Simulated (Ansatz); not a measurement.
A computed series for Zr: response to strain

Base system: Zr in the hcp (Mg type) structure (space group P6_3/mmc, No. 194; a = 3.244 Å, c = 5.158 Å; relaxed with 0.1 eV smearing). Axes: x lies along a and z along c of the hexagonal cell.

Strains are applied to the cell and any free atomic positions relax; under biaxial strain the out-of-plane vector relaxes too.

Computed with Ansatz (a quantum-chemistry and plane-wave program) r2SCAN, scalar-relativistic without spin-orbit coupling.

| biaxial strain, plane normal [001], relaxed out of plane (%) | out-of-plane strain (%) |
|---|---|
| -3 | 2.52 |
| -2.5 | 2.05 |
| -2 | 1.61 |
| -1.5 | 1.18 |
| -1 | 0.77 |
| -0.5 | ? |
| 0 | 0.00 |

Q: Fit ε⊥ = −νε + γε² (strains in %) to the rows shown and predict the withheld row.

A: Least squares on the printed values gives ν = 0.73 (the biaxial Poisson response) and γ = 0.035 (largest residual 0.00 %); this predicts 0.38 %, and the run gives 0.38 %, in agreement.

Whether these cells are dynamically stable was not tested. All final runs are without spin polarisation.
